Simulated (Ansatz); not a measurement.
For GeS (model structure, started from the NiAs type, P6₃/mmc, No. 194, 4 atoms in the cell), PBEsol in Ansatz (PAW) gives:

- lattice constant a: 3.664 Å
- c axis length: 6.690 Å
- cohesive energy: 3.94 eV/atom

Problem. What does PBE-D3(BJ) in Ansatz (PAW) give for the same quantities?

Solution. 
- lattice constant a: 3.689 Å (increases by 0.7 %)
- lattice parameter c: 6.703 Å (increases by 0.2 %)
- cohesive energy: 3.84 eV/atom (shrinks by 0.10 eV/atom)

Changes are worked out from the printed values.

Unless a cell is named, each level is at its own relaxed cell (PBEsol 19.45, PBE-D3(BJ) 19.75 Å³/atom).

Caveats: a distance lies near a switch of the dispersion term, which can move the cell (PBE-D3(BJ)). Ansatz's density-functional and Hartree–Fock values are scalar-relativistic unless marked +SOC, with PAW data made under PBE.

A model structure was made by putting elements into a prototype or built by hand; it is no filed structure, need not be a known phase, and can be a saddle point held by its symmetry.

Ansatz is an electronic-structure program.
